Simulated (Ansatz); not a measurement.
## Si well of 16 atomic layers along [001] in random Si0.7Ge0.3, Ge share that oscillates in the well

Prepared with LAMMPS with Tersoff's 1989 multicomponent potential (SiCGe.tersoff): minimisation. Geometry as solved with PBE, support functions at accuracy medium on the grid of 370 eV run with Ansatz (a quantum-chemistry and plane-wave program).

```xyz
720
Lattice="16.67 0.00 0.00 0.00 16.67 0.00 0.00 0.00 55.10" Properties=species:S:1:pos:R:3 pbc="T T T"
Si    -0.01    -0.02     0.05
Ge     1.39     1.41     1.39
Si     2.83     2.78     0.00
Si     4.15     4.14     1.42
Ge     2.81    -0.04     2.83
Si     4.22     1.40     4.18
Si     0.00     2.82     2.79
Si     1.36     4.21     4.13
Si    -0.03    -0.05     5.54
Ge     1.33     1.40     6.93
Ge     2.79     2.83     5.53
Si     4.19     4.18     7.01
Ge     2.83     0.02     8.33
Si     4.23     1.42     9.71
Si    -0.05     2.83     8.31
Ge     1.37     4.20     9.71
Si     0.00     0.04    11.15
Si     1.36     1.39    12.53
Ge     2.79     2.74    11.12
Ge     4.19     4.18    12.55
Ge     2.78     0.01    13.93
Si     4.20     1.41    15.31
Si     0.02     2.81    13.88
Si     1.38     4.16    15.28
Si     0.02    -0.02    16.69
Si     1.40     1.40    18.02
Si     2.78     2.78    16.65
Si     4.16     4.16    18.03
Si     2.78     0.00    19.37
Si     4.17     1.39    20.73
Si     0.01     2.79    19.38
Si     1.39     4.17    20.75
Si     0.01     0.01    22.08
Si     1.39     1.40    23.46
Si     2.78     2.78    22.10
Si     4.16     4.18    23.46
Si     2.78     0.02    24.82
Si     4.16     1.40    26.18
Si     0.00     2.79    24.82
Si     1.39     4.16    26.18
Si     0.00     0.01    27.54
Si     1.38     1.39    28.90
Si     2.77     2.78    27.54
Si     4.17     4.17    28.89
Si     2.77     0.00    30.24
Si     4.16     1.39    31.59
Si     0.00     2.78    30.25
Si     1.39     4.17    31.60
Si     0.00     0.00    32.96
Si     1.39     1.39    34.33
Si     2.78     2.77    32.95
Si     4.19     4.15    34.29
Si     2.79    -0.01    35.66
Si     4.20     1.36    37.01
Si    -0.02     2.78    35.67
Si     1.34     4.18    37.02
Ge    -0.06    -0.03    38.38
Ge     1.35     1.40    39.82
Ge     2.78     2.78    38.37
Ge     4.19     4.20    39.81
Ge     2.81    -0.02    41.17
Ge     4.21     1.44    42.59
Si    -0.01     2.79    41.26
Si     1.37     4.18    42.59
Si    -0.01     0.04    43.98
Si     1.37     1.44    45.31
Si     2.77     2.83    43.98
Si     4.17     4.18    45.36
Ge     2.74     0.02    46.72
Ge     4.19     1.41    48.16
Si     0.03     2.84    46.69
Si     1.43     4.17    48.08
Si     0.04     0.02    49.49
Si     1.39     1.42    50.86
Si     2.76     2.82    49.52
Si     4.19     4.13    50.90
Ge     2.81     0.04    52.27
Si     4.19     1.45    53.68
Si     0.03     2.74    52.29
Ge     1.41     4.13    53.70
Ge    -0.04     5.56     0.01
Si     1.40     6.94     1.39
Ge     2.81     8.33    -0.01
Si     4.22     9.74     1.37
Si     2.75     5.54     2.74
Ge     4.15     6.97     4.13
Ge    -0.01     8.32     2.81
Si     1.38     9.74     4.20
Si    -0.03     5.52     5.53
Ge     1.40     6.93     6.92
Si     2.77     8.38     5.54
Si     4.14     9.72     6.93
Si     2.82     5.57     8.35
Si     4.16     6.92     9.77
Si    -0.01     8.33     8.31
Ge     1.42     9.69     9.70
Si     0.00     5.57    11.16
Si     1.39     6.94    12.53
Si     2.80     8.30    11.15
Si     4.15     9.74    12.50
Si     2.73     5.55    13.91
Ge     4.14     6.93    15.32
Si     0.04     8.30    13.95
Si     1.40     9.72    15.30
Si     0.00     5.55    16.65
Si     1.38     6.94    18.03
Si     2.75     8.36    16.70
Si     4.16     9.73    18.04
Si     2.78     5.55    19.38
Si     4.19     6.92    20.72
Si     0.00     8.33    19.39
Si     1.37     9.74    20.72
Si    -0.01     5.55    22.11
Si     1.36     6.92    23.49
Ge     2.78     8.33    22.11
Si     4.20     9.74    23.49
Si     2.78     5.55    24.83
Si     4.17     6.95    26.18
Si    -0.01     8.33    24.83
Si     1.39     9.72    26.18
Si     0.00     5.56    27.53
Si     1.39     6.94    28.89
Si     2.78     8.33    27.53
Si     4.17     9.72    28.90
Si     2.78     5.56    30.25
Si     4.17     6.94    31.60
Si     0.00     8.33    30.25
Si     1.39     9.73    31.59
Si    -0.01     5.56    32.95
Si     1.36     6.98    34.28
Si     2.78     8.35    32.94
Si     4.17     9.72    34.31
Ge     2.78     5.58    35.66
Si     4.19     6.98    37.06
Si    -0.01     8.34    35.67
Si     1.41     9.69    37.03
Si     0.01     5.58    38.40
Si     1.37     6.94    39.80
Si     2.77     8.32    38.43
Si     4.10     9.72    39.79
Si     2.72     5.56    41.19
Ge     4.15     6.91    42.61
Si    -0.01     8.32    41.18
Si     1.40     9.68    42.54
Si    -0.01     5.56    43.96
Si     1.39     6.91    45.33
Si     2.74     8.33    43.98
Si     4.16     9.66    45.34
Si     2.79     5.57    46.72
Si     4.13     6.97    48.10
Ge    -0.02     8.31    46.72
Si     1.37     9.70    48.15
Ge     0.02     5.58    49.48
Si     1.44     6.96    50.86
Si     2.78     8.36    49.49
Si     4.12     9.71    50.92
Ge     2.82     5.56    52.27
Si     4.20     6.93    53.70
Ge     0.04     8.31    52.29
Si     1.42     9.74    53.69
Ge     0.00    11.13     0.00
Si     1.38    12.55     1.38
Si     2.81    13.86     0.01
Si     4.16    15.24     1.39
Ge     2.76    11.10     2.75
Ge     4.17    12.55     4.17
Si     0.01    13.90     2.80
Si     1.36    15.25     4.21
Si     0.00    11.12     5.55
Si     1.40    12.48     6.93
Si     2.74    13.91     5.59
Si     4.16    15.30     6.88
Si     2.78    11.09     8.28
Ge     4.18    12.46     9.71
Ge    -0.03    13.88     8.31
Ge     1.38    15.31     9.76
Ge     0.02    11.15    11.12
Si     1.42    12.47    12.58
Ge     2.80    13.88    11.19
Si     4.20    15.28    12.56
Si     2.79    11.09    13.92
Si     4.18    12.49    15.27
Ge     0.03    13.88    13.96
Si     1.41    15.28    15.35
Si     0.00    11.11    16.67
Si     1.40    12.50    18.01
Si     2.80    13.88    16.66
Si     4.18    15.28    18.02
Si     2.78    11.12    19.39
Si     4.18    12.51    20.74
Si     0.01    13.89    19.37
Si     1.39    15.28    20.73
Si    -0.01    11.11    22.10
Si     1.41    12.48    23.43
Si     2.78    13.89    22.08
Si     4.13    15.30    23.44
Si     2.78    11.11    24.83
Si     4.14    12.48    26.21
Ge     0.00    13.89    24.81
Si     1.42    15.31    26.20
Si     0.01    11.10    27.55
Si     1.39    12.51    28.90
Si     2.78    13.90    27.55
Si     4.17    15.28    28.90
Si     2.78    11.12    30.24
Si     4.17    12.50    31.61
Si     0.00    13.89    30.26
Si     1.40    15.28    31.61
Si     0.00    11.11    32.95
Si     1.38    12.49    34.31
Si     2.78    13.88    32.97
Si     4.17    15.28    34.31
Si     2.77    11.10    35.66
Si     4.16    12.49    36.98
Si    -0.01    13.89    35.67
Si     1.39    15.28    37.00
Ge    -0.01    11.10    38.41
Si     1.37    12.49    39.83
Ge     2.78    13.88    38.42
Si     4.23    15.29    39.78
Si     2.73    11.08    41.16
Ge     4.14    12.51    42.52
Si    -0.04    13.86    41.16
Ge     1.34    15.26    42.59
Ge    -0.05    11.08    43.90
Ge     1.36    12.52    45.35
Si     2.77    13.88    43.95
Ge     4.20    15.28    45.31
Ge     2.78    11.06    46.75
Ge     4.20    12.56    48.13
Si    -0.03    13.93    46.76
Si     1.37    15.28    48.14
Si     0.01    11.12    49.46
Ge     1.44    12.48    50.88
Si     2.79    13.96    49.51
Si     4.20    15.27    50.89
Si     2.81    11.08    52.33
Si     4.17    12.50    53.70
Ge    -0.02    13.87    52.31
Ge     1.41    15.28    53.75
Ge     5.51     0.01    -0.01
Ge     6.97     1.42     1.40
Si     8.33     2.78    -0.07
Ge     9.71     4.16     1.37
Si     8.39     0.01     2.78
Si     9.73     1.38     4.17
Si     5.55     2.80     2.80
Si     6.97     4.14     4.16
Si     5.56     0.04     5.58
Si     6.95     1.40     6.95
Si     8.32     2.74     5.53
Ge     9.71     4.15     6.96
Si     8.38     0.06     8.30
Si     9.73     1.40     9.73
Si     5.59     2.80     8.35
Si     6.95     4.17     9.74
Ge     5.58     0.03    11.16
Si     6.98     1.43    12.56
Si     8.33     2.77    11.11
Si     9.71     4.12    12.50
Si     8.32     0.03    13.93
Si     9.72     1.38    15.29
Si     5.59     2.77    13.95
Si     6.94     4.13    15.33
Si     5.56     0.00    16.66
Si     6.95     1.38    18.02
Si     8.35     2.77    16.67
Si     9.72     4.16    18.03
Si     8.33     0.00    19.40
Si     9.73     1.39    20.74
Si     5.56     2.77    19.38
Si     6.95     4.17    20.73
Si     5.53    -0.02    22.07
Ge     6.94     1.39    23.46
Si     8.36     2.80    22.08
Si     9.73     4.18    23.46
Si     8.36    -0.01    24.85
Si     9.73     1.41    26.19
Si     5.53     2.81    24.84
Si     6.94     4.18    26.18
Si     5.56     0.01    27.54
Si     6.94     1.40    28.89
Si     8.33     2.79    27.53
Si     9.73     4.17    28.89
Si     8.33     0.00    30.25
Si     9.72     1.39    31.60
Si     5.56     2.78    30.25
Si     6.95     4.17    31.59
Si     5.55     0.00    32.94
Si     6.93     1.41    34.28
Si     8.34     2.79    32.95
Si     9.73     4.17    34.31
Ge     8.34    -0.01    35.66
Si     9.72     1.44    37.04
Si     5.56     2.77    35.66
Si     6.94     4.16    37.03
Si     5.58     0.01    38.42
Si     6.96     1.38    39.79
Si     8.32     2.77    38.40
Ge     9.74     4.16    39.80
Si     8.35     0.01    41.18
Si     9.73     1.40    42.55
Si     5.63     2.79    41.18
Si     6.97     4.16    42.58
Si     5.61     0.00    43.93
Ge     6.98     1.40    45.34
Si     8.38     2.81    43.93
Si     9.74     4.18    45.33
Si     8.34     0.02    46.79
Si     9.71     1.43    48.11
Si     5.55     2.80    46.71
Ge     6.99     4.17    48.08
Si     5.60    -0.02    49.55
Si     6.96     1.40    50.91
Si     8.36     2.77    49.53
Si     9.72     4.16    50.90
Si     8.35     0.05    52.29
Si     9.72     1.41    53.69
Si     5.58     2.78    52.27
Si     6.97     4.15    53.64
Ge     5.57     5.52     0.01
Si     6.95     6.92     1.43
Ge     8.33     8.27    -0.01
Ge     9.70     9.74     1.41
Si     8.32     5.55     2.82
Si     9.68     6.91     4.22
Si     5.59     8.35     2.74
Si     6.98     9.68     4.15
Ge     5.59     5.55     5.59
Si     6.99     6.97     6.98
Si     8.34     8.33     5.57
Si     9.74     9.70     6.92
Si     8.31     5.56     8.36
Si     9.73     6.92     9.67
Ge     5.53     8.34     8.35
Si     6.91     9.74     9.75
Si     5.58     5.55    11.11
Si     6.94     6.92    12.48
Ge     8.32     8.31    11.07
Ge     9.73     9.75    12.50
Ge     8.32     5.53    13.91
Si     9.69     6.93    15.33
Ge     5.57     8.35    13.88
Si     6.94     9.73    15.33
Si     5.57     5.53    16.69
Si     6.95     6.94    18.02
Si     8.33     8.34    16.67
Si     9.71     9.73    18.04
Si     8.34     5.56    19.38
Si     9.73     6.95    20.74
Si     5.56     8.33    19.38
Si     6.94     9.72    20.74
Si     5.56     5.55    22.10
Si     6.95     6.94    23.45
Si     8.33     8.33    22.09
Si     9.72     9.71    23.45
Si     8.33     5.56    24.81
Si     9.72     6.95    26.17
Si     5.57     8.33    24.82
Si     6.95     9.72    26.18
Si     5.56     5.57    27.54
Si     6.95     6.95    28.89
Si     8.34     8.34    27.53
Si     9.73     9.72    28.89
Si     8.34     5.57    30.24
Si     9.73     6.95    31.61
Si     5.56     8.33    30.26
Si     6.95     9.72    31.61
Si     5.57     5.55    32.95
Si     6.95     6.94    34.32
Si     8.34     8.34    32.97
Si     9.73     9.73    34.32
Si     8.34     5.55    35.68
Si     9.75     6.94    37.02
Si     5.56     8.34    35.67
Si     6.98     9.70    37.01
Si     5.57     5.57    38.37
Ge     6.98     6.94    39.76
Si     8.37     8.33    38.36
Ge     9.74     9.73    39.78
Si     8.33     5.54    41.20
Ge     9.75     6.93    42.58
Ge     5.54     8.37    41.18
Si     6.99     9.72    42.58
Si     5.59     5.50    43.98
Si     6.95     6.92    45.34
Si     8.31     8.31    43.95
Ge     9.76     9.68    45.32
Si     8.38     5.58    46.70
Si     9.75     6.92    48.12
Si     5.53     8.27    46.69
Ge     6.92     9.65    48.11
Ge     5.55     5.58    49.51
Si     7.01     6.93    50.90
Si     8.37     8.29    49.51
Si     9.69     9.73    50.88
Si     8.35     5.53    52.28
Si     9.72     6.89    53.67
Ge     5.56     8.31    52.27
Ge     6.94     9.77    53.69
Si     5.55    11.16     0.01
Si     6.91    12.49     1.42
Ge     8.35    13.86     0.02
Si     9.75    15.30     1.40
Si     8.28    11.12     2.79
Ge     9.73    12.52     4.17
Si     5.57    13.91     2.75
Ge     6.96    15.31     4.17
Ge     5.60    11.09     5.56
Si     7.01    12.51     6.92
Si     8.35    13.92     5.59
Si     9.72    15.33     6.92
Ge     8.35    11.10     8.35
Si     9.72    12.51     9.77
Ge     5.58    13.90     8.27
Ge     7.02    15.30     9.71
Si     5.56    11.10    11.15
Si     6.91    12.53    12.50
Si     8.34    13.86    11.13
Ge     9.72    15.29    12.53
Ge     8.31    11.16    13.94
Si     9.74    12.54    15.32
Si     5.56    13.90    13.91
Si     6.94    15.29    15.28
Si     5.54    11.11    16.66
Si     6.95    12.51    18.00
Si     8.34    13.92    16.66
Si     9.72    15.29    18.03
Si     8.32    11.12    19.38
Si     9.72    12.51    20.73
Si     5.56    13.89    19.37
Si     6.94    15.27    20.74
Si     5.56    11.11    22.10
Si     6.98    12.48    23.44
Si     8.34    13.89    22.09
Si     9.72    15.28    23.46
Si     8.34    11.10    24.81
Si     9.71    12.49    26.18
Ge     5.56    13.89    24.82
Si     6.97    15.30    26.21
Si     5.56    11.11    27.54
Si     6.94    12.50    28.90
Si     8.34    13.89    27.55
Si     9.72    15.28    28.90
Si     8.34    11.11    30.25
Si     9.72    12.50    31.60
Si     5.56    13.89    30.25
Si     6.95    15.28    31.61
Si     5.56    11.12    32.96
Si     6.95    12.51    34.32
Si     8.34    13.89    32.95
Si     9.76    15.26    34.29
Si     8.35    11.12    35.68
Si     9.74    12.52    37.04
Si     5.56    13.89    35.68
Si     6.94    15.26    37.07
Ge     5.54    11.08    38.39
Ge     6.97    12.51    39.82
Si     8.37    13.91    38.41
Si     9.72    15.28    39.82
Si     8.34    11.09    41.21
Ge     9.74    12.51    42.58
Si     5.57    13.94    41.18
Si     6.96    15.30    42.55
Ge     5.57    11.10    43.98
Si     6.95    12.56    45.34
Si     8.30    13.92    43.94
Ge     9.72    15.31    45.35
Ge     8.32    11.13    46.72
Ge     9.74    12.52    48.17
Si     5.62    13.93    46.74
Si     6.96    15.30    48.14
Ge     5.56    11.10    49.58
Si     6.97    12.52    50.94
Si     8.30    13.93    49.55
Si     9.65    15.31    50.90
Si     8.36    11.13    52.28
Si     9.71    12.48    53.68
Si     5.53    13.86    52.28
Ge     6.94    15.28    53.65
Si    11.06     0.04     0.02
Si    12.46     1.37     1.41
Ge    13.85     2.81     0.03
Si    15.27     4.18     1.45
Si    13.86    -0.02     2.75
Ge    15.26     1.38     4.16
Si    11.09     2.74     2.79
Ge    12.48     4.16     4.18
Si    11.12     0.00     5.54
Si    12.46     1.39     6.93
Si    13.87     2.76     5.60
Si    15.25     4.16     6.92
Ge    13.87    -0.02     8.32
Ge    15.28     1.43     9.75
Si    11.13     2.75     8.36
Si    12.53     4.13     9.69
Si    11.11     0.03    11.10
Si    12.46     1.43    12.48
Si    13.87     2.82    11.15
Si    15.29     4.18    12.51
Ge    13.83     0.01    13.89
Ge    15.31     1.41    15.30
Si    11.07     2.75    13.88
Ge    12.49     4.17    15.27
Si    11.10     0.00    16.66
Si    12.50     1.39    18.02
Si    13.89     2.79    16.70
Si    15.28     4.18    18.03
Si    13.89     0.01    19.39
Si    15.28     1.40    20.74
Si    11.12     2.77    19.38
Si    12.51     4.17    20.74
Si    11.11     0.00    22.11
Si    12.50     1.40    23.45
Si    13.89     2.78    22.10
Si    15.28     4.17    23.46
Si    13.91     0.03    24.79
Si    15.29     1.40    26.17
Si    11.12     2.79    24.82
Si    12.50     4.17    26.18
Si    11.10     0.03    27.57
Si    12.51     1.40    28.90
Si    13.89     2.78    27.53
Si    15.28     4.17    28.89
Si    13.90     0.00    30.25
Si    15.28     1.39    31.61
Si    11.11     2.79    30.25
Si    12.50     4.17    31.61
Si    11.12     0.00    32.95
Si    12.49     1.39    34.32
Si    13.88     2.78    32.96
Si    15.27     4.18    34.31
Si    13.88    -0.01    35.66
Si    15.22     1.41    37.01
Si    11.12     2.80    35.68
Si    12.50     4.19    37.04
Ge    11.12     0.02    38.43
Si    12.52     1.43    39.81
Si    13.87     2.78    38.39
Ge    15.30     4.15    39.79
Ge    13.91     0.01    41.19
Si    15.28     1.42    42.62
Si    11.15     2.77    41.21
Si    12.49     4.15    42.61
Si    11.11     0.04    43.93
Si    12.47     1.44    45.30
Si    13.89     2.80    43.97
Si    15.28     4.19    45.34
Ge    13.89     0.02    46.66
Ge    15.33     1.42    48.09
Si    11.09     2.79    46.71
Si    12.46     4.19    48.07
Ge    11.08     0.01    49.52
Si    12.44     1.43    50.92
Ge    13.84     2.81    49.50
Ge    15.28     4.18    50.96
Ge    13.85     0.04    52.28
Ge    15.31     1.39    53.72
Si    11.09     2.80    52.30
Si    12.47     4.19    53.67
Si    11.10     5.54    -0.06
Ge    12.51     6.90     1.37
Ge    13.92     8.37    -0.02
Si    15.28     9.76     1.42
Si    13.91     5.54     2.81
Si    15.26     6.91     4.20
Ge    11.09     8.30     2.84
Ge    12.55     9.73     4.23
Si    11.10     5.58     5.58
Si    12.50     6.94     6.95
Si    13.93     8.30     5.61
Si    15.33     9.70     6.92
Si    13.86     5.51     8.30
Ge    15.28     6.91     9.69
Si    11.08     8.30     8.30
Ge    12.43     9.73     9.71
Ge    11.12     5.52    11.10
Si    12.52     6.88    12.54
Ge    13.85     8.31    11.14
Ge    15.31     9.70    12.55
Si    13.93     5.56    13.90
Si    15.30     6.94    15.29
Ge    11.11     8.28    13.92
Ge    12.50     9.73    15.35
Si    11.09     5.57    16.68
Si    12.51     6.94    18.03
Si    13.93     8.30    16.69
Si    15.29     9.72    18.03
Si    13.89     5.56    19.39
Si    15.28     6.95    20.75
Si    11.12     8.33    19.37
Si    12.50     9.72    20.73
Si    11.12     5.56    22.10
Si    12.51     6.95    23.46
Si    13.89     8.34    22.11
Si    15.29     9.72    23.46
Si    13.89     5.56    24.82
Si    15.27     6.94    26.18
Si    11.11     8.33    24.82
Si    12.50     9.71    26.18
Si    11.11     5.56    27.53
Si    12.50     6.94    28.89
Si    13.89     8.33    27.54
Si    15.28     9.72    28.89
Si    13.89     5.56    30.25
Si    15.28     6.95    31.60
Si    11.11     8.34    30.25
Si    12.51     9.72    31.61
Si    11.12     5.57    32.97
Si    12.51     6.95    34.33
Si    13.90     8.34    32.96
Si    15.28     9.73    34.32
Si    13.90     5.57    35.68
Si    15.28     6.96    37.05
Si    11.13     8.35    35.68
Si    12.51     9.74    37.05
Si    11.13     5.59    38.40
Si    12.49     6.98    39.77
Si    13.89     8.34    38.42
Si    15.25     9.69    39.82
Ge    13.86     5.59    41.21
Si    15.30     6.97    42.60
Si    11.15     8.34    41.18
Si    12.53     9.71    42.55
Si    11.15     5.53    43.99
Si    12.52     6.93    45.34
Si    13.88     8.32    43.95
Si    15.24     9.69    45.31
Si    13.88     5.55    46.72
Si    15.22     6.93    48.11
Si    11.14     8.28    46.75
Si    12.47     9.67    48.14
Si    11.10     5.53    49.50
Si    12.50     6.90    50.87
Si    13.85     8.29    49.49
Ge    15.26     9.73    50.87
Si    13.85     5.58    52.32
Si    15.26     6.94    53.67
Ge    11.10     8.32    52.28
Si    12.52     9.73    53.67
Ge    11.15    11.14    -0.02
Si    12.52    12.51     1.44
Ge    13.92    13.88     0.03
Si    15.30    15.29     1.44
Si    13.92    11.14     2.79
Si    15.29    12.51     4.16
Si    11.14    13.92     2.77
Si    12.50    15.29     4.16
Si    11.12    11.12     5.60
Si    12.50    12.53     6.90
Si    13.88    13.89     5.51
Si    15.25    15.26     6.89
Ge    13.91    11.12     8.29
Si    15.24    12.52     9.74
Ge    11.10    13.92     8.34
Si    12.49    15.30     9.76
Si    11.11    11.18    11.13
Si    12.48    12.55    12.50
Si    13.85    13.89    11.10
Ge    15.27    15.27    12.48
Ge    13.89    11.17    13.92
Si    15.28    12.52    15.36
Si    11.13    13.89    13.93
Si    12.47    15.26    15.32
Si    11.08    11.15    16.71
Si    12.50    12.52    18.04
Si    13.88    13.91    16.68
Si    15.28    15.29    18.04
Si    13.89    11.11    19.38
Si    15.29    12.51    20.73
Si    11.11    13.90    19.39
Si    12.50    15.30    20.74
Si    11.09    11.09    22.07
Ge    12.51    12.49    23.45
Si    13.91    13.92    22.07
Si    15.27    15.32    23.42
Si    13.91    11.08    24.85
Si    15.27    12.47    26.21
Si    11.07    13.89    24.82
Ge    12.51    15.29    26.18
Si    11.11    11.11    27.53
Si    12.50    12.50    28.90
Si    13.91    13.87    27.57
Si    15.29    15.28    28.90
Si    13.89    11.11    30.25
Si    15.28    12.50    31.60
Si    11.12    13.89    30.25
Si    12.51    15.28    31.60
Si    11.12    11.11    32.96
Si    12.51    12.50    34.31
Si    13.89    13.89    32.96
Si    15.28    15.28    34.31
Si    13.89    11.12    35.67
Si    15.26    12.52    37.02
Si    11.13    13.89    35.67
Si    12.52    15.27    37.03
Si    11.14    11.15    38.39
Si    12.50    12.51    39.79
Si    13.88    13.88    38.41
Si    15.26    15.22    39.79
Si    13.87    11.10    41.15
Si    15.24    12.48    42.49
Si    11.13    13.91    41.16
Si    12.46    15.30    42.56
Si    11.17    11.09    43.94
Si    12.48    12.48    45.34
Ge    13.88    13.89    43.94
Si    15.32    15.29    45.33
Ge    13.88    11.09    46.75
Si    15.31    12.51    48.11
Si    11.11    13.86    46.70
Ge    12.51    15.24    48.10
Si    11.11    11.04    49.51
Ge    12.51    12.47    50.88
Si    13.92    13.85    49.47
Ge    15.28    15.29    50.85
Si    13.88    11.10    52.32
Si    15.25    12.47    53.68
Ge    11.05    13.90    52.28
Ge    12.45    15.31    53.73
```
